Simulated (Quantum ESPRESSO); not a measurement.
The steps of a band-structure calculation for Mg3Ti (I4/mmm, 4 atoms in the cell) with Quantum ESPRESSO.

Computed with PBEsol, SSSP 1.1.2 efficiency (PBE) pseudopotentials (plane waves; Quantum ESPRESSO).

Step 1 (scf):

```fortran
&control
  calculation = 'scf'
  prefix = 'pwscf'
  outdir = './work'
  pseudo_dir = './'
  tprnfor = .true.
  tstress = .true.
/
&system
  ibrav = 0
  nat = 4
  ntyp = 2
  ecutwfc = 50
  ecutrho = 400
  occupations = 'smearing'
  smearing = 'marzari-vanderbilt'
  degauss = 0.019992
  nspin = 2
  starting_magnetization(2) = 0.083
  input_dft = 'pbesol'
/
&electrons
  conv_thr = 1.0e-11
  mixing_beta = 0.4
/
ATOMIC_SPECIES
Mg    24.3050  Mg.pbe-n-kjpaw_psl.0.3.0.UPF
Ti    47.8670  ti_pbe_v1.4.uspp.F.UPF
ATOMIC_POSITIONS angstrom
Mg    0.0000000000    0.0000000000    4.3631290000
Mg    2.1937070000    0.0000000000    2.1815645000
Mg    0.0000000000    2.1937070000    2.1815645000
Ti    0.0000000000    0.0000000000    0.0000000000
K_POINTS automatic
4 4 4  0 0 0
CELL_PARAMETERS bohr
  -4.1455054277     4.1455054277     8.2451188564
   4.1455054277    -4.1455054277     8.2451188564
   4.1455054277     4.1455054277    -8.2451188564
```

Step 2 (bands):

```fortran
&control
  calculation = 'bands'
  prefix = 'pwscf'
  outdir = './work'
  pseudo_dir = './'
  verbosity = 'high'
/
&system
  ibrav = 0
  nat = 4
  ntyp = 2
  ecutwfc = 50
  ecutrho = 400
  occupations = 'smearing'
  smearing = 'marzari-vanderbilt'
  degauss = 0.019992
  nbnd = 17
  nspin = 2
  starting_magnetization(2) = 0.083
  input_dft = 'pbesol'
/
&electrons
  conv_thr = 1.0e-11
  startingwfc = 'random'
  diago_thr_init = 1.0d-6
  diagonalization = 'cg'
/
ATOMIC_SPECIES
Mg    24.3050  Mg.pbe-n-kjpaw_psl.0.3.0.UPF
Ti    47.8670  ti_pbe_v1.4.uspp.F.UPF
ATOMIC_POSITIONS angstrom
Mg    0.0000000000    0.0000000000    4.3631290000
Mg    2.1937070000    0.0000000000    2.1815645000
Mg    0.0000000000    2.1937070000    2.1815645000
Ti    0.0000000000    0.0000000000    0.0000000000
K_POINTS crystal_b
13
  0.00000000   0.00000000   0.00000000  10  ! G
  0.00000000   0.00000000   0.50000000   3  ! X
 -0.12639536   0.12639536   0.50000000   5  ! Y
 -0.31319768   0.31319768   0.31319768   9  ! S
  0.00000000   0.00000000   0.00000000   7  ! G
  0.50000000   0.50000000  -0.50000000   5  ! Z
  0.31319768   0.68680232  -0.31319768   4  ! S1
  0.00000000   0.50000000   0.00000000   7  ! N
  0.25000000   0.25000000   0.25000000   4  ! P
  0.50000000   0.50000000  -0.12639536   8  ! Y1
  0.50000000   0.50000000  -0.50000000   1  ! Z
  0.00000000   0.00000000   0.50000000   4  ! X
  0.25000000   0.25000000   0.25000000   1  ! P
CELL_PARAMETERS bohr
  -4.1455054277     4.1455054277     8.2451188564
   4.1455054277    -4.1455054277     8.2451188564
   4.1455054277     4.1455054277    -8.2451188564
```

Step 3 (bands.x):

```fortran
&bands
  prefix = 'pwscf'
  outdir = './work'
  filband = 'bands.dat'
  lsym = .false.
/
```

Output of bands (abridged):

```
     file Mg.pbe-n-kjpaw_psl.0.3.0.UPF: wavefunction(s)  3S renormalized

     Atomic positions and unit cell read from directory:
     ./work/pwscf.save/

     Message from routine setup:
     using ibrav=0 with symmetry is DISCOURAGED, use correct ibrav instead
     G-vector sticks info
     --------------------
     sticks:   dense  smooth     PW     G-vecs:    dense   smooth      PW
   [... lines left out ...]
     unit-cell volume          =     566.7766 (a.u.)^3
     atomic species   magnetization
   [... lines left out ...]

     The potential is recalculated from file :
     ./work/pwscf.save/charge-density

     negative rho (up, down):  3.758E-05 1.334E-03

     Band Structure Calculation
     CG style diagonalization

     ethr =  1.00E-06,  avg # of iterations = 29.4

     End of band structure calculation

 ------ SPIN UP ------------

          k = 0.0000 0.0000 0.0000 (  3411 PWs)   bands (ev):

   -51.7886 -28.1109 -28.0750 -28.0749  -1.3759   4.6487   4.7461   4.8989
     4.8989   5.7570   5.8833   7.8193   7.8193   8.0291   9.3349   9.3624
     9.3624

          k = 0.0610 0.0610 0.0000 (  3427 PWs)   bands (ev):

   -51.7886 -28.1109 -28.0751 -28.0751  -1.3351   4.6708   4.7313   4.8413
     4.8474   5.7092   5.9598   7.7251   7.7726   7.8278   9.0956   9.3487
     9.6439

   [... 66 blocks of this kind left out ...]

 ------ SPIN DOWN ----------

          k = 0.0000 0.0000 0.0000 (  3411 PWs)   bands (ev):

   -50.5870 -26.9065 -26.9064 -26.8318  -1.0685   5.3611   5.3663   5.7683
     5.7683   6.1197   6.9129   8.2131   8.2132   8.4510   9.8890   9.9825
     9.9828

          k = 0.0610 0.0610 0.0000 (  3427 PWs)   bands (ev):

   -50.5870 -26.9066 -26.9066 -26.8318  -1.0279   5.3364   5.3922   5.6178
     5.6941   6.2778   6.8286   8.1532   8.1942   8.3163   9.6295  10.0556
    10.2074

   [... 66 blocks of this kind left out ...]
```

Output of bands.x (abridged):

```
     Reading xml data from directory:

     ./work/pwscf.save/
     file Mg.pbe-n-kjpaw_psl.0.3.0.UPF: wavefunction(s)  3S renormalized

     G-vector sticks info
     --------------------
     sticks:   dense  smooth     PW     G-vecs:    dense   smooth      PW
     Sum        3077    1539    451                76585    27069    4277

     negative rho (up, down):  3.758E-05 1.334E-03
     Reading collected, re-writing distributed wavefunctions
     high-symmetry point:  0.0000 0.0000 0.0000   x coordinate   0.0000
     high-symmetry point:  0.6101 0.6101 0.0000   x coordinate   0.8628
     high-symmetry point:  0.7643 0.4559 0.0000   x coordinate   1.0809
     high-symmetry point:  0.7643 0.0000 0.0000   x coordinate   1.5368
     high-symmetry point:  0.0000 0.0000 0.0000   x coordinate   2.3012
     high-symmetry point:  0.0000 0.0000 0.6135   x coordinate   2.9147
   [... 2 lines left out ...]
     high-symmetry point:  0.6101 0.6101 0.3068   x coordinate   4.3240
     high-symmetry point:  0.4559 0.4559 0.6135   x coordinate   4.7004
     high-symmetry point:  0.0000 0.0000 0.6135   x coordinate   5.3451
     high-symmetry point:  0.6101 0.6101 0.0000   x coordinate   5.3451
     high-symmetry point:  0.6101 0.6101 0.3068   x coordinate   5.6519

     Plottable bands (eV) written to file bands.dat.gnu
     Bands written to file bands.dat

   JOB DONE.
```

The starting cell comes from a database of computed structures (which also holds hypothetical and non-ambient phases and stackings), without a prior relaxation at this level. Its lattice was rescaled by a random factor within 2.5 % of one. With one magnetic atom in the cell only a parallel order is possible.
